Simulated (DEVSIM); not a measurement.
System: abrupt Ge p-n junction, at 300 K.

| layer (left to right) | material | thickness (μm) | Nd (cm⁻³) | Na (cm⁻³) | τn (s) | τp (s) |
|---|---|---|---|---|---|---|
| 1 | Ge | 24.0 | - | 1.1e17 | 0.0007 | 0.0007 |
| 2 | Ge | 19.0 | 8e14 | - | 0.0007 | 0.0007 |

Left contact: ohmic. Right contact: ohmic. Voltage is applied to the left contact. Recombination: SRH at mid-gap, Auger. Mobility is constant in doping.

The device is made up for the run: typed textbook-type constants, with dimensions and the other settings drawn at random. Values at 300 K.

| parameter | Ge |
|---|---|
| gap (eV) | 0.664 |
| affinity (eV) | 4 |
| permittivity | 16 |
| Nc (cm⁻³) | 1.04e19 |
| Nv (cm⁻³) | 6e18 |
| μn (cm²/Vs) | 3900 |
| μp (cm²/Vs) | 1900 |
| Cn (cm⁶/s) | 1e-31 |
| Cp (cm⁶/s) | 1e-31 |

Model (solved in DEVSIM): 1D drift-diffusion, Boltzmann statistics, complete ionisation; no tunnelling, impact ionisation, image-force lowering or self-heating.

The thickness of layer 1 was swept, all else fixed.

```
thickness of layer 1 (μm)  dark forward voltage at 100 A/cm² (V)
-------------------------  -------------------------------------
4.8                                                        0.336
8.4                                                        0.337
14                                                         0.339
24                                                         0.341
41                                                         0.346
72                                                           [?]
120                                                        0.370
```

### Question
Some entries are withheld; supply them.

### Answer

- 72, dark forward voltage at 100 A/cm² (V): 0.355
